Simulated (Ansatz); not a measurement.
System: AlB2-type ZrB₂. Method: PBE-D3(BJ) (Ansatz, a quantum-chemistry and plane-wave program, PAW).

Numerical settings: plane-wave cutoff 520 eV, 24×24×16 k mesh (along the axes of the cell as run), Fermi–Dirac smearing 0.05 eV, scalar-relativistic PAW data made under PBE.

The volume scan:

```csv
V (Å³/atom),E − E_lowest (meV/atom),P (GPa)
9.617,13.37,11.06
9.818,3.23,5.25
10.018,0.00,0.00
10.218,3.03,-4.76
10.419,11.72,-9.07
```

Question: Estimate the bulk modulus from the pressures at 9.818 and 10.218 Å³/atom, and compare it with a fit to all energies.

Answer: B = −V dP/dV. Between V = 9.818 and 10.218 Å³/atom, dP/dV = (-4.76 − (5.25))/(10.218 − 9.818) = -25.0 GPa per Å³/atom; at the midpoint 10.018 Å³/atom this gives B ≈ 251 GPa. The third-order Birch–Murnaghan fit gives V0 = 10.018 Å³/atom, B0 = 250 GPa, B′ = 3.9, which lies within 1 % of that estimate.

Shape and atoms are relaxed at each volume.

Note: the bulk modulus comes from volumes at which shape and atoms were relaxed.

The computed numbers hold no vibrational or temperature effects.
